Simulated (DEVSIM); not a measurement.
Device: Schottky contact on p-type Ge, at 300 K.

```
layer (left to right)  material  thickness (μm)  Na (cm⁻³)  τn (s)  τp (s)
---------------------  --------  --------------  ---------  ------  ------
1                            Ge            5.20     4.8e16  4.7e-7  4.7e-7
```

Left contact: Schottky, work function 4.244 eV, emission velocity 2.4e6 cm/s. Right contact: ohmic. Voltage is applied to the left contact. Recombination: SRH at mid-gap. Mobility is μmin + (μ − μmin)/(1 + (N/Nref)^α).

Constants are typed, rounded textbook-type inputs, not results; the design itself was drawn at random and stands for no fabricated device. Values at 300 K.

```tsv
parameter	Ge
gap (eV)	0.664
affinity (eV)	4
permittivity	16
Nc (cm⁻³)	1.04e19
Nv (cm⁻³)	6e18
μn (cm²/Vs)	3900
μp (cm²/Vs)	1900
μn,min	150
μp,min	100
Nref,n	2.6e17
Nref,p	4e17
αn	0.56
αp	0.6
```

Simulated with DEVSIM: 1D drift-diffusion, Boltzmann statistics, complete ionisation; no tunnelling, impact ionisation, image-force lowering or self-heating. Metal contacts follow the ideal Schottky-Mott rule: no Fermi-level pinning, no interface dipoles.

### Question
Tabulate band edges, carrier densities and field at zero bias.

### Answer
Energies count from the Fermi level of the right contact; mesh points crowd at the junctions.

```json
[
 {"x (μm)": "0.000", "Ec (eV)": "0.244", "Ev (eV)": "-0.420", "n (cm⁻³)": "8.3e14", "p (cm⁻³)": "5.3e11", "field (V/cm)": "54000"},
 {"x (μm)": "0.01208", "Ec (eV)": "0.305", "Ev (eV)": "-0.359", "n (cm⁻³)": "7.7e13", "p (cm⁻³)": "5.7e12", "field (V/cm)": "48000"},
 {"x (μm)": "0.03017", "Ec (eV)": "0.382", "Ev (eV)": "-0.282", "n (cm⁻³)": "3.9e12", "p (cm⁻³)": "1.1e14", "field (V/cm)": "38000"},
 {"x (μm)": "0.05729", "Ec (eV)": "0.465", "Ev (eV)": "-0.199", "n (cm⁻³)": "1.6e11", "p (cm⁻³)": "2.7e15", "field (V/cm)": "23000"},
 {"x (μm)": "0.1194", "Ec (eV)": "0.533", "Ev (eV)": "-0.131", "n (cm⁻³)": "1.2e10", "p (cm⁻³)": "3.7e16", "field (V/cm)": "2900"},
 {"x (μm)": "0.1909", "Ec (eV)": "0.539", "Ev (eV)": "-0.125", "n (cm⁻³)": "9.2e9", "p (cm⁻³)": "4.8e16", "field (V/cm)": "120"},
 {"x (μm)": "0.2981", "Ec (eV)": "0.539", "Ev (eV)": "-0.125", "n (cm⁻³)": "9.1e9", "p (cm⁻³)": "4.8e16", "field (V/cm)": "≈ 0"},
 {"x (μm)": "0.5211", "Ec (eV)": "0.539", "Ev (eV)": "-0.125", "n (cm⁻³)": "9.1e9", "p (cm⁻³)": "4.8e16", "field (V/cm)": "≈ 0"},
 {"x (μm)": "0.7929", "Ec (eV)": "0.539", "Ev (eV)": "-0.125", "n (cm⁻³)": "9.1e9", "p (cm⁻³)": "4.8e16", "field (V/cm)": "≈ 0"},
 {"x (μm)": "1.251", "Ec (eV)": "0.539", "Ev (eV)": "-0.125", "n (cm⁻³)": "9.1e9", "p (cm⁻³)": "4.8e16", "field (V/cm)": "≈ 0"},
 {"x (μm)": "1.886", "Ec (eV)": "0.539", "Ev (eV)": "-0.125", "n (cm⁻³)": "9.1e9", "p (cm⁻³)": "4.8e16", "field (V/cm)": "≈ 0"},
 {"x (μm)": "3.080", "Ec (eV)": "0.539", "Ev (eV)": "-0.125", "n (cm⁻³)": "9.1e9", "p (cm⁻³)": "4.8e16", "field (V/cm)": "≈ 0"},
 {"x (μm)": "3.793", "Ec (eV)": "0.539", "Ev (eV)": "-0.125", "n (cm⁻³)": "9.1e9", "p (cm⁻³)": "4.8e16", "field (V/cm)": "≈ 0"},
 {"x (μm)": "4.269", "Ec (eV)": "0.539", "Ev (eV)": "-0.125", "n (cm⁻³)": "9.1e9", "p (cm⁻³)": "4.8e16", "field (V/cm)": "≈ 0"},
 {"x (μm)": "4.682", "Ec (eV)": "0.539", "Ev (eV)": "-0.125", "n (cm⁻³)": "9.1e9", "p (cm⁻³)": "4.8e16", "field (V/cm)": "≈ 0"},
 {"x (μm)": "4.862", "Ec (eV)": "0.539", "Ev (eV)": "-0.125", "n (cm⁻³)": "9.1e9", "p (cm⁻³)": "4.8e16", "field (V/cm)": "≈ 0"},
 {"x (μm)": "4.983", "Ec (eV)": "0.539", "Ev (eV)": "-0.125", "n (cm⁻³)": "9.1e9", "p (cm⁻³)": "4.8e16", "field (V/cm)": "≈ 0"},
 {"x (μm)": "5.063", "Ec (eV)": "0.539", "Ev (eV)": "-0.125", "n (cm⁻³)": "9.1e9", "p (cm⁻³)": "4.8e16", "field (V/cm)": "≈ 0"},
 {"x (μm)": "5.129", "Ec (eV)": "0.539", "Ev (eV)": "-0.125", "n (cm⁻³)": "9.1e9", "p (cm⁻³)": "4.8e16", "field (V/cm)": "≈ 0"},
 {"x (μm)": "5.161", "Ec (eV)": "0.539", "Ev (eV)": "-0.125", "n (cm⁻³)": "9.1e9", "p (cm⁻³)": "4.8e16", "field (V/cm)": "≈ 0"},
 {"x (μm)": "5.184", "Ec (eV)": "0.539", "Ev (eV)": "-0.125", "n (cm⁻³)": "9.1e9", "p (cm⁻³)": "4.8e16", "field (V/cm)": "≈ 0"},
 {"x (μm)": "5.200", "Ec (eV)": "0.539", "Ev (eV)": "-0.125", "n (cm⁻³)": "9.1e9", "p (cm⁻³)": "4.8e16", "field (V/cm)": "≈ 0"}
]
```
